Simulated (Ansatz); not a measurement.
Worked example: self-consistent single point of SrGaGe (P3m1, 3 atoms in the cell) in Ansatz (an electronic-structure program).

Method of the run: PBEsol, default PAW files made with PBE (plane waves; Ansatz).

```
CELL_PARAMETERS angstrom
      4.25660     0.00000     0.00000
     -2.12830     3.68633     0.00000
      0.00000     0.00000     4.69756
ATOMIC_POSITIONS crystal
  Sr 0.00000 0.00000 0.01064
  Ga 0.33333 0.66667 0.50000
  Ge 0.66667 0.33333 0.50000
```

Reference input (self-consistent single point, DFT, PBEsol, plane waves, default PAW files made with PBE): basis.ecutwfc = 420 eV; kpoints.mp_grid.grid = 9 9 7; hamiltonian.xc = pbesol; hamiltonian.pseudopotentials = {kind: paw} (the program's default PAW files); scf.occupations.method = gaussian; scf.occupations.width = 0.1 eV. This run's input differs from it in these lines:

Ansatz 0.2 input:
```diff
@@ -10,3 +10,3 @@
 basis:
-  ecutwfc: 420.0 eV
+  ecutwfc: 145.0 eV
 kpoints:
```

The program printed (abridged):

```
SCF iter   1: F=—  HF=-11423.404385 eV  |F-HF|=—  |Δ(HF+E_count)|=         —  Δρ=2.16e-1  dr2=1.55e1  ethr=1.77e-3  ⟨swp⟩=5.1  Hψ=7618  notcnv=0
all-band conjugate gradients solve this SCF's bands
preconditioner: auto → LDOS
SCF iter   2: F=—  HF=-11398.536020 eV  |F-HF|=—  |Δ(HF+E_count)|=    2.49e1  Δρ=1.35e-1  dr2=1.35e1  ethr=1.77e-3  ⟨swp⟩=4.5  Hψ=5446  notcnv=0  defer=18
   [... lines left out ...]
SCF iter   6: F=—  HF=-11389.779427 eV  |F-HF|=—  |Δ(HF+E_count)|=   1.10e-5  Δρ=1.84e-4  dr2=3.96e-5  ethr=8.68e-7  ⟨swp⟩=2.9  Hψ=2537  notcnv=0  defer=11
SCF iter   7: F=—  HF=-11389.778688 eV  |F-HF|=—  |Δ(HF+E_count)|=   7.40e-4  Δρ=7.61e-5  dr2=7.77e-6  ethr=1.07e-7  ⟨swp⟩=2.5  Hψ=2483  notcnv=0  defer=11
SCF iter   8: F=—  HF=-11389.778686 eV  |F-HF|=—  |Δ(HF+E_count)|=   1.96e-6  Δρ=1.73e-5  dr2=2.05e-7  ethr=2.10e-8  ⟨swp⟩=2.0  Hψ=2113  notcnv=0  defer=11
SCF iter   9: F=-11389.778686 eV  HF=-11389.778686 eV  |F-HF|=1.64e-9  |Δ(HF+E_count)|=   2.08e-8  Δρ=3.09e-6  dr2=9.15e-9  ethr=2.70e-10  ⟨swp⟩=6.1  Hψ=6415  notcnv=0
SCF 1 converged in 9 iterations: F = -11389.778686 eV  dr2 = 9.15e-9
Free energy (F): -11389.778686 eV
Internal energy: -11389.772890 eV  (E = F + TS)
E sigma→0 (E₀):  -11389.775788 eV
Entropy (-TS):   -0.005796 eV (-1.932 meV/atom)
Fermi energy:    8.866517 eV
--- Forces (eV/Å), atoms counted from 1 ---
  atom   1  Sr     0.00000000     0.00000000    -0.06972357
  atom   2  Ga    -0.00000000    -0.00000000     0.02926967
  atom   3  Ge     0.00000000     0.00000000     0.04038216
--- Stress (GPa, compression-positive) ---
       -9.073737      -0.000000      -0.000000
       -0.000000      -9.073737       0.000000
       -0.000000       0.000000       0.061218
  P = ⅓ Tr σ = -6.0288 GPa (-60.288 kbar)
  The stress holds the Pulay correction. Without it, at fixed plane waves, as pw.x and ABINIT print it: P = -675.2930 GPa
```

The run converged in 9 iterations. Against the reference run the free energy goes up by 33.6 eV/atom, the pressure goes from -0.69 to -6.03 GPa and the largest force goes from 0.180 to 0.070 eV/Å.

The starting cell comes from a database of computed structures (which also holds hypothetical and non-ambient phases and stackings), without a prior relaxation at this level. Its lattice was rescaled by up to half a per cent. One atom was moved a little off its site on purpose. Ansatz's pressure includes its estimate of the finite-basis (Pulay) stress. Without the estimate this run gives -675.29 GPa. The cutoff lies below the one recommended for these files.
